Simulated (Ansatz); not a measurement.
System: CdBr2 (P6₃mc, No. 186). Method: r²SCAN+rVV10 in Ansatz (PAW).

Numerical settings: plane-wave cutoff 500 eV, 12×12×4 k mesh (along the axes of the cell as run), Fermi–Dirac smearing 0.05 eV, scalar-relativistic PAW data made under PBE.

Computed at the level's own relaxed cell.

**Question.** Give the computed equilibrium volume per atom, equilibrium lattice constant a, lattice parameter c and band gap.

**Answer.** 
* **equilibrium volume per atom**: 28.76 Å³/atom
* **equilibrium lattice constant a**: 3.980 Å
* **lattice parameter c**: 12.576 Å
* **band gap**: 3.45 eV (on the SCF k mesh)

Spin–orbit coupling is not included.

Computed values are for the static lattice.

Ansatz is a program for electronic structure.
